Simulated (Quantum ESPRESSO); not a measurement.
Quantum ESPRESSO 7.5, DFT, PBE, plane waves, PseudoDojo 0.5 standard norm-conserving PBE (local tails restored to the Coulomb form): rock-salt NiO (type II order), antiferromagnetic, 4 atoms, spin-polarised from an antiferromagnetic start (nspin = 2, starting_magnetization ±0.2 on Ni). Basis and mesh were picked for this test and aren't claimed converged.

| Item | Value |
|---|---|
| cell | 5.12, 5.12, 5.12 Å; 33.6, 33.6, 33.6° |
| task | scf |
| k mesh | 6×6×6 |
| ecutwfc | 98 Ry |
| ecutrho | 392 Ry |
| occupations | smearing |
| smearing | gaussian |
| degauss | 0.005 Ry |
| conv_thr | 4e-09 Ry |
| tprnfor | true |
| tstress | false |
| k-point pools (-nk) | 24 |
| diagonalization | david (default) |
| mixing_mode | plain (default) |
| mixing_beta | 0.7 (default) |
| mixing_ndim | 8 (default) |
| k-points computed (for each spin) | 32 |
| bands | 29 |
| electrons | 48 |
| G-vectors of the density | 32193 |
| FFT grid | 64×64×64 |
| symmetry operations | 12 |

Machine: one whole node, Intel Xeon 6 (Granite Rapids), 96 cores on 1 socket, 2 hardware threads a core, 3 L3 cache groups, 3 NUMA nodes.

Each time is the median wall time of two to five repeats, run one at a time on the otherwise empty machine; start-up is included. Unless noted, each process is bound to its own block of adjacent cores. The times hold for this build (conda-forge: Open MPI 5.0, OpenMP, OpenBLAS 0.3.34 (pthreads), FFTW, ScaLAPACK, ELPA). Scratch files lie in a memory file system. The time of a restarted run leaves out the earlier run that it starts from.

Started as
```bash
OMP_NUM_THREADS=1 mpirun -np 48 pw.x -nk 24 -in pw.in
```
(48 ranks, startingpot = atomic (default), start = no earlier run (default)) it takes 7.0 s and 11 SCF iterations.

Q: Estimate the wall time with startingpot = file, start = density of a run with one atom 0.03 Å away.

A: About 9.4 s (3 runs within 1 %): 1.4× as long. The largest move is in FFTs of H·ψ (vloc_psi): 2.6 s to 3.8 s. SCF iterations go from 11 to 16. Change in the result: energy equal as printed, absolute magnetization equal as printed.
